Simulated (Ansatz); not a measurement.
**GeSe (model structure, started from the WC type, P-6m2, No. 187, 2 atoms in the cell): properties by level of theory**

```tsv
level (code)	lattice parameter a (Å)	c axis length (Å)
PBE (Ansatz)	3.802	(withheld)
PBEsol (Ansatz)	3.695	3.635
PBE-D3(BJ) (Ansatz)	(withheld)	3.655
```

Problem. Fill in the missing entries.

Solution. 
- PBE (Ansatz, a program for electronic structure), c axis length (Å): 3.675
- PBE-D3(BJ) (Ansatz), lattice parameter a (Å): 3.716

Caveats: a distance lies near a switch of the dispersion term, which can move the cell (PBE-D3(BJ)). Ansatz's density-functional and Hartree–Fock values are scalar-relativistic unless marked +SOC, with PAW data made under PBE.

A model structure was made by putting elements into a prototype or built by hand; it is no filed structure, need not be a known phase, and can be a saddle point held by its symmetry.
